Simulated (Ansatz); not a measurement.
Take InSb in the zinc blende structure (space group F-43m, No. 216; a = 6.556 Å) as the base. Axes: x, y, z lie along the cube axes.

All numbers come from r2SCAN (Ansatz, a program for electronic structure, PAW, without spin-orbit coupling).

For the base:

- Pressure = 0.0 GPa
- Shortest interatomic distance = 2.839 Å
- Band gap = zero

Perturbation: uniaxial strain ε_zz = +0.50 %, all other strain components held at zero; the atoms relax in the strained cell.

Predict the new pressure.

The pressure (mean of the normal stresses, compression positive) goes from zero to -0.2 GPa.

How does this affect the shortest interatomic distance?

The shortest interatomic distance increases by 0.005 Å to 2.844 Å.

What happens to the energy relative to the base?

The energy hardly moves.

Estimate the effect on the band gap.

The band gap stays zero.

Spin-orbit coupling, missing from the scalar runs, can matter with Sb. Whether these cells are dynamically stable was not tested. All final runs are without spin polarisation. Gaps under 0.05 eV, about the width of the smearing, are given as zero. The zero or small gap of InSb can change with the level of theory.
